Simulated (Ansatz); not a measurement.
Take Li in the bcc (W type) structure (space group Im-3m, No. 229; a = 3.434 Å) as the base.

Method: Ansatz (an electronic-structure program), PBEsol, PAW, cutoff 420 eV, no spin-orbit coupling.

Base values:

- Density: 0.57 g/cm³
- Shortest interatomic distance: 5.620 bohr

One thing is altered: hydrostatic tension (pressure −2 GPa).

Question: What happens to the density and shortest interatomic distance?

Answer: The density drops by 0.11 g/cm³ (0.57 g/cm³ → 0.46 g/cm³); the shortest interatomic distance grows by 0.396 bohr, from 5.620 bohr to 6.016 bohr.

Load acts through the strain it causes; cell and atoms are relaxed under it. No phonon test of stability was made.
